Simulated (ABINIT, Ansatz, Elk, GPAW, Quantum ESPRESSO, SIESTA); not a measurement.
# ScGaCu (P1, 6 atoms in the cell) computed with different codes at matched settings

Self-consistent single point, at a second geometry (atoms moved at random). First geometry:

```
CELL_PARAMETERS angstrom
      4.15012     0.00000     0.00000
      2.07450     4.85626     0.00000
      2.06856    -0.56071     4.90049
ATOMIC_POSITIONS crystal
  Sc 0.75589 0.77905 0.70765
  Sc 0.24411 0.22095 0.29235
  Ga 0.04825 0.78341 0.11932
  Ga 0.95175 0.21659 0.88068
  Cu 0.54290 0.62128 0.29271
  Cu 0.45710 0.37872 0.70729
```

Second geometry:
```
ScGaCu
1.0
    4.15012     0.00000     0.00000
    2.07450     4.85626     0.00000
    2.06856    -0.56071     4.90049
Sc Ga Cu
2 2 2
Cartesian
  6.18226   3.35793   3.49257
  2.10309   0.92860   1.36751
  2.09097   3.73876   0.62938
  6.23219   0.59010   4.31692
  4.14249   2.80673   1.47974
  4.12853   1.46455   3.41536
```

Shared settings, as Ansatz (a first-principles code) writes them: kpoints.mp_grid.grid = 5 3 3; scf.occupations.method = fermi_dirac; scf.occupations.width = 0.136 eV. Potentials and cutoffs stand in the table.

| code | model | ΔF from the first geometry (meV/atom) | pressure (GPa) | largest force (eV/Å) | cutoff |
|---|---|---|---|---|---|
| ABINIT | PBEsol, PAW (JTH v2.0 PBE PAW, files made for PBE) | 11.3 | -1.70 | 0.632 | 60 Ry |
| Quantum ESPRESSO | PBEsol, PSlibrary PAW (PBE) pseudopotentials | 11.2 | -2.00 | 0.622 | 70 Ry |
| Elk | PBEsol, all-electron FP-LAPW, Elk's shipped species files, APW+lo basis with extra local orbitals | 11.0 | – | – | rgkmax 7.5 |
| Ansatz | PBEsol, PAW files made with PBE | 11.2 | -1.75 | 0.624 | default |
| SIESTA | GGA PBEsol, numerical atomic orbitals DZP, PseudoDojo PBEsol standard norm-conserving potentials (rewritten from UPF to PSML) | 8.4 | -3.25 | 0.516 | grid 350 Ry |
| GPAW | PBEsol, GPAW PAW datasets PBEsol (made by gpaw-setup) | 10.7 | -0.95 | 0.608 | 850 eV |

Size of the force on each atom (eV/Å): Sizes of forces hide their directions.

```tsv
code	Sc1	Sc2	Ga3	Ga4	Cu5	Cu6
ABINIT	0.272	0.451	0.266	0.287	0.632	0.574
Quantum ESPRESSO	0.269	0.448	0.268	0.289	0.622	0.565
Ansatz	0.269	0.448	0.265	0.284	0.624	0.567
SIESTA	0.266	0.483	0.253	0.298	0.516	0.459
GPAW	0.278	0.455	0.265	0.292	0.608	0.550
```

A dash marks a value that a program does not give, or that is left out as unsure.

On Ansatz's run: spin polarisation is off.

The spread over the programs that give each value: ΔF from the first geometry within 2.9 meV/atom; pressure within 2.30 GPa; largest force within 0.116 eV/Å.

SIESTA uses small atom-centred bases, whose incompleteness enters pressures, forces and empty levels differently from a plane-wave cutoff. Elk treats all electrons, but the usual bases taken here (sphere radii, linearisation, local orbitals, empty states) were not tested for convergence, so the values are no reference for the others. Ansatz's pressure is given at a fixed set of plane waves, as the other plane-wave codes print theirs; with its correction for the finite basis it is -1.71 GPa. In the pressure, SIESTA (by 1.52) lies more than 1 GPa from the median of the plane-wave programs. In the force vectors, SIESTA (by 0.142) lies more than 0.08 eV/Å from the median of the plane-wave programs.

The shared mesh is coarse (it stands for a supercell whose shortest vector is 16 Å), so the values are not converged in it.

The starting cell comes from a database of computed structures (which also holds hypothetical and non-ambient phases and stackings), without a prior relaxation at this level. For this run, on top of that: atoms moved at random.

Left out of this page: CP2K (unsound by tests on forces, stress, charge or solver warnings); FLEUR (with a known weakness of the program).

Keys are those of Ansatz 0.2.
